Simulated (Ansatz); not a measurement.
The reference is GaSb in the zinc blende structure (space group F-43m, No. 216; a = 6.1335 Å).

Calculations: r2SCAN (Ansatz, an electronic-structure program), no spin-orbit coupling, earlier PAW set.

For the base:

| Property | Result |
|---|---|
| Gap character | direct at Γ |

It is then changed as follows: 0.173 holes added to each cell, a density of 3.0×10^21 cm⁻³, with a uniform compensating background at fixed cell and a 300 K Fermi–Dirac width.

Task: How does this affect the Fermi level from band edge and gap character?

Result: The Fermi level relative to the doped band's edge (positive inside the band; to 0.05 eV) amounts to +0.65 eV; the gap character is still direct at Γ.

Charged cell with a jellium background: band edges are those of the host's band count, energies are not comparable with the neutral cell, and many-body gap narrowing is missing. With Sb present, leaving out spin-orbit coupling can change the band edges. No phonon test of stability was made.
